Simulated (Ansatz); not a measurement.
**A computed series for hypothetical cubic perovskite NaCdI3: response to strain**

The parent structure is NaCdI$_{3}$ in the cubic perovskite structure (space group Pm-3m, No. 221; a = 5.962 Å; a hypothetical phase, not in the database extracts checked). Axes: x, y, z lie along the cube axes.

Strains are applied to the cell and any free atomic positions relax; under biaxial strain the out-of-plane vector relaxes too; under stress the whole cell relaxes.

Method: PBE (Ansatz, a quantum-chemistry and plane-wave program; PAW; 420 eV plane waves; no spin-orbit coupling).

Notes on the quantities. energy relative to the base: free energy F; pressure: mean of the normal stresses, compression positive.

```tsv
change	space group	energy relative to the base	pressure	volume per atom
base	Pm-3m (No. 221)	0 meV/atom	0.0 GPa	42.39 Å³
biaxial strain −2.29 %, plane normal [110], relaxed out of plane	Cmmm (No. 65)	+4.0 meV/atom	0.5 GPa	41.48 Å³
isotropic strain −2.27 %	Pm-3m (No. 221)	+13 meV/atom	1.6 GPa	39.57 Å³
isotropic strain +0.55 %	Pm-3m (No. 221)	+0.7 meV/atom	-0.3 GPa	43.09 Å³
uniaxial strain ε_zz = +5.33 %	P4/mmm (No. 123)	+10 meV/atom	-0.8 GPa	44.65 Å³
tensor shear ε_yz = −1.32 %	Cmmm (No. 65)	+0.5 meV/atom	0.0 GPa	42.38 Å³
tensor shear ε_xz = +1.63 %	Cmmm (No. 65)	+0.8 meV/atom	0.0 GPa	42.38 Å³
uniaxial stress, 8 GPa compression along z	P4/mmm (No. 123)	+117 meV/atom	–	40.19 Å³
uniaxial stress, 5 GPa compression along x	P4/mmm (No. 123)	+59 meV/atom	–	40.66 Å³
```

Without a gap, meshes like the base's 8×8×8 leave anisotropic stresses uncertain by several tenths of a GPa, and small strain energies with them. Beyond what the load breaks, stability against distortions was not tested. All final runs are without spin polarisation. Many cubic perovskites are stable only at high temperature; tilts and polar distortions were not tested.
